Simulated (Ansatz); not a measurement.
# BAs: response to strain

The parent structure is BAs in the zinc blende structure (space group F-43m, No. 216; a = 4.784 Å).

Strains are applied to the cell and any free atomic positions relax.

Method: Ansatz (a quantum-chemistry and plane-wave program) r2SCAN, scalar-relativistic without spin-orbit coupling.

Notes on the quantities. energy relative to the base: free energy F.

| isotropic strain (%) | energy relative to the base (meV/atom) |
|---|---|
| -3 | 53.5 |
| -2.5 | ? |
| -2 | 23.0 |
| -1.5 | 12.8 |
| -1 | 5.6 |
| -0.5 | 1.4 |
| 0 | 0.0 |

**Question.** Fit ΔE = Aε² + Bε³ (ε in %) to the rows shown and predict the withheld row.

**Answer.** Least squares on the printed values gives A = 5.40 and B = -0.18 meV/atom (largest residual 0.0 meV/atom); this predicts 36.6 meV/atom, and the run gives 36.6 meV/atom, in agreement.

No phonon test of stability was made.
